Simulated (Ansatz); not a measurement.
The reference is CdS in the zinc blende structure (space group F-43m, No. 216; a = 5.927 Å).

The values are results of DFT with PBE, PAW potentials and a 420 eV plane-wave cutoff in Ansatz (a quantum-chemistry and plane-wave program), scalar-relativistic without spin-orbit coupling, not measurements.

Base values:

Hole mass: 0.13, 0.82, 0.82 mₑ (at Γ)
Pressure: 0.00 GPa

Perturbation: the cell is scaled by 0.9700 in all directions, atoms relaxed at fixed cell.

### Question
What does the calculation give for the hole mass after the change?

### Answer
The hole mass (degenerate bands, along [100]) goes from 0.13, 0.82, 0.82 mₑ (at Γ) to 0.14, 0.73, 0.73 mₑ (at Γ).

### Question
How does this affect the pressure?

### Answer
The pressure goes from zero to 6.02 GPa.

The levels and masses belong to the bands next to the band gap. The cells carry an imposed strain or load. Masses are band curvatures over ±0.01 Å⁻¹ around the edge. Stability against distortions was not tested.
